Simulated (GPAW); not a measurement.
Worked example: self-consistent single point of SiTe2 (P1, 3 atoms in the cell) in GPAW.

Method: PBEsol, GPAW PAW datasets PBEsol (made by gpaw-setup) (plane waves; GPAW).

The change in words: atoms moved at random. Reference geometry:
```yaml
crystal:
  lattice:
    - [3.79211, 0.00000, 0.00000]
    - [-1.89605, 3.28406, 0.00000]
    - [0.00000, 0.00000, 7.06352]
  atoms:
    - { symbol: Si, position: [0.00000, 0.00000, 0.00000] }
    - { symbol: Te, position: [0.33333, 0.66667, 0.77341] }
    - { symbol: Te, position: [0.66667, 0.33333, 0.22659] }
```

Reference input (self-consistent single point, DFT PBEsol, plane waves, GPAW PAW datasets PBEsol (made by gpaw-setup)): mode = pw; ecut = 550 eV; xc = PBEsol; kpts = 8 8 4; mesh shift (steps) = 0 0 0; occupations.name = methfessel-paxton; occupations.width = 0.272 eV; occupations.order = 0; nbands = -7; convergence.density = 1e-05 e/electron; convergence.energy = 1e-05 eV/electron; symmetry.symmorphic = false. This run's input differs from it in these lines:

```diff
@@ -8,5 +8,5 @@
                     [0.000000, 0.000000, 7.063516]],
-              scaled_positions=[[0.000000, 0.000000, 0.000000],
-                                [0.333333, 0.666667, 0.773410],
-                                [0.666667, 0.333333, 0.226590]],
+              scaled_positions=[[0.002838, -0.003109, -0.006649],
+                                [0.324864, 0.662488, 0.777809],
+                                [0.672299, 0.340621, 0.228839]],
               pbc=True)
```

Output (repeated stretches shortened):

```
     iter     time        total  log10-change:
                         energy   eigst   dens
iter:   1 --:--:--   -12.880613
iter:   2 --:--:--   -12.887980   -1.88  -1.14
iter:   3 --:--:--   -12.901178   -2.37  -1.16
iter:   4 --:--:--   -12.877743   -3.75  -1.45
iter:   5 --:--:--   -12.846047   -2.95  -1.53
iter:   6 --:--:--   -12.845476   -4.18  -2.19
iter:   7 --:--:--   -12.845064   -4.89  -2.33
iter:   8 --:--:--   -12.844893   -5.44  -2.63
iter:   9 --:--:--   -12.844843   -5.53  -2.84
iter:  10 --:--:--   -12.844840c  -6.71  -3.27
iter:  11 --:--:--   -12.844839c  -7.39  -3.31
iter:  12 --:--:--   -12.844839c  -6.81  -3.35
iter:  13 --:--:--   -12.844839c  -7.66c -3.50
iter:  14 --:--:--   -12.844838c  -7.04  -3.54
iter:  15 --:--:--   -12.844838c  -7.64c -3.99
iter:  16 --:--:--   -12.844837c  -8.27c -4.11
iter:  17 --:--:--   -12.844837c  -8.84c -4.19
iter:  18 --:--:--   -12.844837c  -8.70c -4.21
iter:  19 --:--:--   -12.844837c  -9.30c -4.34
iter:  20 --:--:--   -12.844837c  -9.03c -4.43
iter:  21 --:--:--   -12.844837c -10.11c -4.61
iter:  22 --:--:--   -12.844837c  -9.32c -4.68
iter:  23 --:--:--   -12.844837c -10.31c -4.98
iter:  24 --:--:--   -12.844837c -10.22c -5.07c
Converged after 24 iterations.

Dipole moment: (-0.311695, 0.189505, 1.838416) |e|*Ang

Energy contributions relative to reference atoms: (reference = -377295.513867)

Kinetic:        +16.411475
Potential:      -15.138447
External:        +0.000000
XC:             -14.319783
Entropy (-ST):   -0.043925
Local:           +0.223881
SIC:             +0.000000
--------------------------
Free energy:    -12.866800
Extrapolated:   -12.844837

Showing only first 2 kpts
 Kpt  Band  Eigenvalues  Occupancy
  0     6      5.10177    1.41992
  0     7      5.17733    1.12741
  0     8      6.10996    0.00000
  0     9      8.17590    0.00000

  1     6      5.12525    1.33366
  1     7      5.19730    1.04509
  1     8      6.57502    0.00000
  1     9      8.11788    0.00000

Fermi level: 5.20818

No gap
No difference between direct/indirect transitions
Energy (eV): -12.844837

Forces in eV/Ang:
  0 Si   -0.13171    0.04267    0.63860
  1 Te    0.14615    0.02849   -0.54365
  2 Te   -0.01446   -0.07115   -0.09492

Stress tensor:
     0.011765     0.001107     0.002699
     0.001107     0.010295     0.001712
     0.002699     0.001712    -0.003565
Stress (GPa, Voigt): [ 1.8849  1.6494 -0.5711  0.2743  0.4325  0.1773]
```

The run converged in 24 iterations. GPAW prints stress with tension positive. Against the reference run the free energy rises by 9.5 meV/atom, the pressure goes from -1.35 to -0.99 GPa and the largest force goes from 0.109 to 0.653 eV/Å.

The starting cell comes from a database of computed structures (which also holds hypothetical and non-ambient phases and stackings), without a prior relaxation at this level. Its lattice was rescaled by a random factor within 2.5 % of one. For this run, on top of that: atoms moved at random. The run gives no clean gap (levels at the Fermi energy touch, overlap or are partly filled at this smearing), which alone does not show that the compound is a metal.

Cost on one core of a shared machine: roughly 5 min.
